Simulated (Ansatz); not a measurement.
Worked example: self-consistent single point of Sc3Pd (Pm-3m, 4 atoms in the cell) in Ansatz (an electronic-structure program).

Computed with RPBE, default PAW files made with PBE (plane waves; Ansatz).

```
Sc3Pd
1.0
    4.34823     0.00000     0.00000
    0.00000     4.34823     0.00000
    0.00000     0.00000     4.34823
Sc Pd
3 1
Direct
  0.00000   0.50000   0.50000
  0.50000   0.50000   0.00000
  0.50000   0.00000   0.50000
  0.00000   0.00000   0.00000
```

Reference input (self-consistent single point, DFT, LDA (PW92), plane waves, default PAW files made with PBE): kpoints.mp_grid.grid = 10 10 10; hamiltonian.xc = lda; hamiltonian.pseudopotentials = {kind: paw} (the program's default PAW files); scf.occupations.method = fermi_dirac; scf.occupations.width = 0.05 eV. This run's input differs from it in these lines:

Ansatz 0.2 input:
```diff
@@ -13,3 +13,3 @@
 hamiltonian:
-  xc: lda
+  xc: rpbe
   pseudopotentials: { kind: paw }
```

Output, abridged:

```
SCF iter   1: F=—  HF=-13402.173389 eV  |F-HF|=—  |Δ(HF+E_count)|=         —  Δρ=3.31e-3  dr2=1.55e-2  ethr=1.77e-3  ⟨swp⟩=4.0  Hψ=5912  notcnv=0
all-band conjugate gradients solve this SCF's bands
preconditioner: auto → Kerker (q_TF=auto, 2.520 Å⁻¹)
SCF iter   2: F=—  HF=-13402.173628 eV  |F-HF|=—  |Δ(HF+E_count)|=   2.39e-4  Δρ=1.81e-3  dr2=4.35e-3  ethr=3.04e-5  ⟨swp⟩=1.2  Hψ=2211  notcnv=0
SCF iter   3: F=—  HF=-13402.173793 eV  |F-HF|=—  |Δ(HF+E_count)|=   1.65e-4  Δρ=4.33e-4  dr2=1.87e-4  ethr=8.54e-6  ⟨swp⟩=2.1  Hψ=2052  notcnv=0
SCF iter   4: F=—  HF=-13402.173809 eV  |F-HF|=—  |Δ(HF+E_count)|=   1.59e-5  Δρ=1.07e-4  dr2=5.97e-6  ethr=3.67e-7  ⟨swp⟩=2.1  Hψ=2158  notcnv=0
SCF iter   5: F=—  HF=-13402.173536 eV  |F-HF|=—  |Δ(HF+E_count)|=   2.72e-4  Δρ=2.04e-5  dr2=3.43e-7  ethr=1.17e-8  ⟨swp⟩=2.2  Hψ=2418  notcnv=0
SCF iter   6: F=-13402.173537 eV  HF=-13402.173537 eV  |F-HF|=5.09e-9  |Δ(HF+E_count)|=   1.20e-7  Δρ=4.14e-6  dr2=1.99e-8  ethr=1.96e-10  ⟨swp⟩=4.7  Hψ=5874  notcnv=0
SCF 1 converged in 6 iterations: F = -13402.173537 eV  dr2 = 1.99e-8
Free energy (F): -13402.173537 eV
Internal energy: -13402.103072 eV  (E = F + TS)
E sigma→0 (E₀):  -13402.138304 eV
Entropy (-TS):   -0.070465 eV (-17.616 meV/atom)
Fermi energy:    12.413692 eV
--- Forces (eV/Å), atoms counted from 1 ---
  atom   1  Sc     0.00000000     0.00000000     0.00000000
   [... zero for the other atoms too ...]
--- Stress (GPa, compression-positive) ---
        3.497363      -0.000000       0.000000
       -0.000000       3.497363       0.000000
       -0.000000       0.000000       3.497363
  P = ⅓ Tr σ = 3.4974 GPa (34.974 kbar)
  The stress holds the Pulay correction. Without it, at fixed plane waves, as pw.x and ABINIT print it: P = 3.4497 GPa
```

The run converged in 6 iterations. Against the reference run the pressure goes from -6.04 to 3.50 GPa.

The starting cell was generated: these elements placed on a structure prototype, without a prior relaxation; it need not be a known phase or ordering of this composition. Its lattice was rescaled by a random factor within 2.5 % of one. Spin polarisation is off. With a pressure of about 3 GPa the cell is away from its equilibrium volume at this level. Ansatz's pressure includes its estimate of the finite-basis (Pulay) stress.
